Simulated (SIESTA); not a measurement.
A self-consistent single point of Cs3Bi (I4mm, 4 atoms in the cell) with SIESTA.

Method: GGA PBEsol, numerical atomic orbitals DZP, PseudoDojo PBEsol standard norm-conserving potentials (rewritten from UPF to PSML) run with SIESTA 5.4.2.

```
Cs3Bi
1.0
    0.00000     4.67311     4.67311
    4.67311     0.00000     4.67311
    4.67311     4.67311     0.00000
Cs Bi
3 1
Direct
  0.25000   0.25000   0.25000
  0.75000   0.75000   0.75000
  0.50535   0.50535   0.49465
  0.00000   0.00000   0.00000
```

Reference input (self-consistent single point, DFT, GGA PBEsol, numerical atomic orbitals DZP, PseudoDojo PBEsol standard norm-conserving potentials (rewritten from UPF to PSML)): XC.functional = GGA; XC.authors = PBEsol; potentials = PseudoDojo PBEsol standard; PAO.BasisSize = DZP; PAO.EnergyShift = 0.01 Ry; MeshCutoff = 350 Ry; kgrid.MonkhorstPack = 5 5 5; OccupationFunction = MP; OccupationMPOrder = 0; ElectronicTemperature = 0.272 eV; MaxSCFIterations = 150; SCF.Mixer.Method = Pulay. This run's input differs from it in these lines:

```diff
@@ -27,3 +27,3 @@
 PAO.BasisSize                DZP
-PAO.EnergyShift              0.01 Ry
+PAO.EnergyShift              0.005 Ry
 MeshCutoff                   350 Ry
```

Output (repeated stretches shortened):

```
        iscf     Eharris(eV)        E_KS(eV)     FreeEng(eV)     dDmax    Ef(eV) dHmax(eV)
   scf:    1    -4113.686273    -4127.269858    -4127.270057  1.225866 -4.435773  4.978639
   scf:    2    -4129.936544    -4128.787800    -4128.794264  0.106577 -3.984670  2.049521
   scf:    3    -4129.311664    -4129.136125    -4129.144445  0.151048 -3.619939  0.907246
   scf:    4    -4129.169467    -4129.157354    -4129.165722  0.093035 -3.673632  0.330396
   scf:    5    -4129.164884    -4129.162711    -4129.171085  0.013030 -3.621816  0.016376
   [... 2 lines left out ...]
   scf:    8    -4129.162745    -4129.162744    -4129.171117  0.000291 -3.622310  0.001231
   scf:    9    -4129.162745    -4129.162744    -4129.171117  0.000066 -3.622547  0.000091
   scf:   10    -4129.162744    -4129.162744    -4129.171117  0.000011 -3.622551  0.000024
   scf:   11    -4129.162744    -4129.162744    -4129.171117  0.000009 -3.622560  0.000007
SCF Convergence by DM+H criterion
max |DM_out - DM_in|         :     0.0000090266
max |H_out - H_in|      (eV) :     0.0000066141
SCF cycle converged after 11 iterations

Using DM_out to compute the final energy and forces

siesta: E_KS(eV) =            -4129.1627

siesta: E_KS - E_eggbox =     -4129.1627

siesta: Atomic forces (eV/Ang):
     1   -0.000007   -0.000007    0.030738
     2    0.000007    0.000007    0.030752
     3   -0.000000   -0.000000   -0.047239
     4    0.000000    0.000000   -0.014311
   Tot   -0.000000   -0.000000   -0.000060
   Max    0.047239
   Res    0.018989    sqrt( Sum f_i^2 / 3N )
   Max    0.047239    constrained

Stress tensor Voigt[x,y,z,yz,xz,xy] (kbar):       -9.08       -9.08       -9.05       -0.02       -0.02       -0.02
(Free)E + p*V (eV/cell)    -4128.0161
   [... lines left out ...]
siesta: FreeEng =     -4129.171117
   [... lines left out ...]
siesta:    -0.005664   -0.000010   -0.000010
siesta:    -0.000010   -0.005664   -0.000010
siesta:    -0.000010   -0.000010   -0.005649

siesta: Cell volume =        204.102613 Ang**3

siesta: Pressure (static):
siesta:                Solid            Molecule  Units
siesta:           0.00006164          0.00006049  Ry/Bohr**3
siesta:           0.00565918          0.00555377  eV/Ang**3
siesta:           9.06701177          8.89811755  kBar
```

The run converged in 11 iterations. Against the reference run the free energy falls by 393 meV/atom, the pressure goes from 1.66 to 0.91 GPa and the largest force hardly changes (0.048 to 0.047 eV/Å).

The starting cell comes from a database of computed structures (which also holds hypothetical and non-ambient phases and stackings), without a prior relaxation at this level. Its lattice was rescaled by up to half a per cent. One atom was moved a little off its site on purpose. Values carry the incompleteness of an atom-centred basis.

Cost on one core of a shared machine: roughly 50 s.
